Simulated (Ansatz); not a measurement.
Take BaTiO3 in the cubic perovskite structure (space group Pm-3m, No. 221; a = 3.994 Å) as the base.

Level of theory: r2SCAN in Ansatz (plane waves to 500 eV, PAW, scalar-relativistic without spin-orbit coupling).

For the base:

| Quantity | Result |
|---|---|
| Band gap | 2.17 eV |
| Density | 6.08 g/cm³ |

Modification: Zr takes the place of Ti on all its sites, then cell and atoms are relaxed.

Tabulated Pauling electronegativity and covalent radius: Ti 1.54, 1.60 Å; Zr 1.33, 1.75 Å.

Problem. Predict the new band gap.

Solution. The band gap goes up by 1.56 eV, from 2.17 eV to 3.73 eV.

Problem. What happens to the density?

Solution. The density grows by 0.10 g/cm³, from 6.08 g/cm³ to 6.18 g/cm³.

Problem. What does the calculation give for the electron mass after the change?

Solution. The electron mass (degenerate bands, along [100]) is 0.36, 0.36, 2.8 mₑ (at Γ).

Masses are band curvatures over ±0.01 Å⁻¹ around the edge. No phonon test of stability was made. The final runs are not spin-polarised. Many cubic perovskites are stable only at high temperature; tilts and polar distortions were not tested. This is not the structure that BaTiO3 has at room temperature and ambient pressure.

Ansatz is a first-principles code.
